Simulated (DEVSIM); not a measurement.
**Schottky contact on n-type Ge**

Structure: Schottky contact on n-type Ge, at 300 K.

```tsv
layer (left to right)	material	thickness (μm)	Nd (cm⁻³)	τn (s)	τp (s)
1	Ge	0.790	2.3e15	3.2e-7	3.2e-7
```

Left contact: Schottky, work function 4.35 eV, emission velocity 5.4e6 cm/s. Right contact: ohmic. Voltage is applied to the left contact. Recombination: SRH at mid-gap. Mobility is μmin + (μ − μmin)/(1 + (N/Nref)^α).

This is a model device: material constants are rounded textbook-type values typed into the input, and sizes, dopings and lifetimes were drawn at random. Values at 300 K.

| parameter | Ge |
|---|---|
| gap (eV) | 0.664 |
| affinity (eV) | 4 |
| permittivity | 16 |
| Nc (cm⁻³) | 1.04e19 |
| Nv (cm⁻³) | 6e18 |
| μn (cm²/Vs) | 3900 |
| μp (cm²/Vs) | 1900 |
| μn,min | 150 |
| μp,min | 100 |
| Nref,n | 2.6e17 |
| Nref,p | 4e17 |
| αn | 0.56 |
| αp | 0.6 |

DEVSIM, 1D drift-diffusion, Boltzmann statistics, complete ionisation; no tunnelling, impact ionisation, image-force lowering or self-heating. Metal contacts follow the ideal Schottky-Mott rule: no Fermi-level pinning, no interface dipoles.

| Quantity | Result |
|---|---|
| Potential step across the device at zero bias | 0.132 V |
| Largest field in the device at zero bias | 7500 V/cm |
| Dark forward voltage at 100 A/cm² | 0.073 V |

Dark reverse current:

```json
[
 {"V (V)": "-0.10", "J (A/cm²)": "-10"},
 {"V (V)": "-0.25", "J (A/cm²)": "-11"},
 {"V (V)": "-0.50", "J (A/cm²)": "-11"},
 {"V (V)": "-0.75", "J (A/cm²)": "-11"},
 {"V (V)": "-1.00", "J (A/cm²)": "-12"},
 {"V (V)": "-1.50", "J (A/cm²)": "-12"},
 {"V (V)": "-2.00", "J (A/cm²)": "-12"},
 {"V (V)": "-2.50", "J (A/cm²)": "-13"},
 {"V (V)": "-3.25", "J (A/cm²)": "-13"},
 {"V (V)": "-4.00", "J (A/cm²)": "-14"},
 {"V (V)": "-5.00", "J (A/cm²)": "-15"}
]
```

Small-signal capacitance in reverse bias (quasi-static):

```json
[
 {"V (V)": "-0.1", "C (nF/cm²)": "35.5"},
 {"V (V)": "-0.25", "C (nF/cm²)": "27.1"},
 {"V (V)": "-0.5", "C (nF/cm²)": "21.1"},
 {"V (V)": "-0.75", "C (nF/cm²)": "18.9"},
 {"V (V)": "-1", "C (nF/cm²)": "18.2"},
 {"V (V)": "-1.5", "C (nF/cm²)": "18.0"},
 {"V (V)": "-2", "C (nF/cm²)": "17.9"},
 {"V (V)": "-2.5", "C (nF/cm²)": "17.9"},
 {"V (V)": "-3.25", "C (nF/cm²)": "17.9"},
 {"V (V)": "-4", "C (nF/cm²)": "17.9"},
 {"V (V)": "-5", "C (nF/cm²)": "17.9"}
]
```
